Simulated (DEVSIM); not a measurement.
Device: abrupt Si p-n junction, at 300 K.

Layer 1 from the left is Si, thickness (μm) 1.30, Na (cm⁻³) 3.2e18, τn (s) 1e-6, τp (s) 1e-6. Layer 2 from the left is Si, thickness (μm) 0.950, Nd (cm⁻³) 3.2e14, τn (s) 1e-6, τp (s) 1e-6.

Left contact: ohmic. Right contact: ohmic. Voltage is applied to the left contact. Recombination: SRH at mid-gap. Mobility is constant in doping.

The device is made up for the run: typed textbook-type constants, with dimensions and the other settings drawn at random. Values at 300 K.

Si: gap (eV) 1.124, affinity (eV) 4.05, permittivity 11.7, Nc (cm⁻³) 2.86e19, Nv (cm⁻³) 3.1e19, μn (cm²/Vs) 1417, μp (cm²/Vs) 470.

DEVSIM, 1D drift-diffusion, Boltzmann statistics, complete ionisation; no tunnelling, impact ionisation, image-force lowering or self-heating.

**Question.** What does the simulation give for the dark forward voltage at 1 A/cm², the dark forward voltage at 100 A/cm²?

**Answer.** dark forward voltage at 1 A/cm² 0.459 V; dark forward voltage at 100 A/cm² 0.639 V.
